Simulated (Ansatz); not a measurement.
Rock-salt AlN (model structure) was calculated with HSE06 (PAW; Ansatz, a first-principles code).

Run with plane-wave cutoff 500 eV, 10×10×10 k mesh, Fermi–Dirac smearing 0.05 eV, scalar-relativistic PAW data made under PBE.

Cell (relaxed at this level):

```cif
data_Al4N4
_chemical_formula_sum 'Al4 N4'
_space_group_name_H-M_alt 'Fm-3m'
_space_group_IT_number 225
_space_group_name_Hall '-F 4 2 3'
_cell_length_a 4.03025
_cell_length_b 4.03025
_cell_length_c 4.03025
_cell_angle_alpha 90.000
_cell_angle_beta 90.000
_cell_angle_gamma 90.000
loop_
_atom_site_label
_atom_site_type_symbol
_atom_site_symmetry_multiplicity
_atom_site_Wyckoff_symbol
_atom_site_fract_x
_atom_site_fract_y
_atom_site_fract_z
_atom_site_occupancy
Al1 Al 4 a 0.00000 0.00000 0.00000 1
N1 N 4 b 0.50000 0.50000 0.50000 1
```
(The calculation used a cell of 2 atoms; values per cell refer to that cell.)

**Question.** What does this level give for the band gap?

**Answer.** 
- band gap: 6.14 eV (on the SCF k mesh)

Note: exact exchange on metals is sensitive to the k mesh and can open a false gap; the relaxation could raise the start's symmetry but not lower it, so the cell can be a saddle point.

Cost on a shared machine: very roughly 4 core-minutes.

A model structure was made by putting elements into a prototype or built by hand; it is no filed structure, need not be a known phase, and can be a saddle point held by its symmetry.
